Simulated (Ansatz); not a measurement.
Cubic perovskite CsCaF3 was calculated with B3LYP (VWN-RPA form) in Ansatz (PAW).

Numerical settings: plane-wave cutoff 460 eV, 6×6×6 k mesh, Fermi–Dirac smearing 0.01 eV, scalar-relativistic PAW data made under PBE.

Cell (relaxed at this level):

Space group Pm-3m (No. 221); a = 4.5785 Å, b = 4.5785 Å, c = 4.5785 Å, α = 90.00°, β = 90.00°, γ = 90.00°

```csv
atom,site,symmetry,x,y,z
Cs,1a,m-3m,0.0000,0.0000,0.0000
Ca,1b,m-3m,0.5000,0.5000,0.5000
F,3c,4/mm.m,0.0000,0.5000,0.5000
```

Predict the bulk modulus B0, band gap, smallest direct gap on the k points sampled and pressure derivative B′ of the bulk modulus.


bulk modulus B0: 48.8 GPa
band gap: 9.27 eV (on the SCF k mesh)
smallest direct gap on the k points sampled: 9.28 eV
pressure derivative B′ of the bulk modulus: 4.7

Measured, for comparison: bulk modulus 50.9 GPa (room temperature, no zero-point or thermal correction; as tabulated in Vaitheeswaran et al. (2016), arXiv:1609.00541). Computed (rounded) less measured: bulk modulus -4 %.

Note: the relaxation could not lower the start's symmetry, so the cell can be a saddle point above a distorted one.

Spin–orbit coupling is not included.

It cost around 21 core-minutes (rough) of CPU time.

Ansatz is an electronic-structure program.
